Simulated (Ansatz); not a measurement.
The reference is BN in the zinc blende structure (space group F-43m, No. 216; a = 3.606 Å).

Level of theory: plane-wave PAW DFT at the PBEsol level (Ansatz, an electronic-structure program, 420 eV), spin-orbit coupling left out.

One change was made to it. Results:

```json
[
 {"quantity": "hole mass (degenerate bands, along [100])", "base": "0.52 mₑ (at Γ)", "after": "0.51 mₑ (at Γ)"},
 {"quantity": "electron mass", "base": "0.89 mₑ along k, 0.29 mₑ across (at X)", "after": "0.88 mₑ along k, 0.29 mₑ across (at X)"},
 {"quantity": "lattice parameter a", "base": "3.606 Å", "after": "3.562 Å"},
 {"quantity": "band gap", "base": "4.30 eV", "after": "4.33 eV"}
]
```

**Question.** Which change produced these results?
A) pressure 0.9 GPa
B) pressure 15 GPa
C) pressure −1 GPa

**Answer.** B, pressure 15 GPa. For comparison, the electron mass in the other runs: pressure 0.9 GPa gives 0.89 mₑ along k, 0.29 mₑ across (at X); pressure −1 GPa gives 0.89 mₑ along k, 0.29 mₑ across (at X).

Load acts through the strain it causes; cell and atoms are relaxed under it. Effective masses come from finite differences of ±0.01 Å⁻¹. Along k means along the line from Γ to the band edge. No phonon test of stability was made. Competing high-pressure phases were not computed.
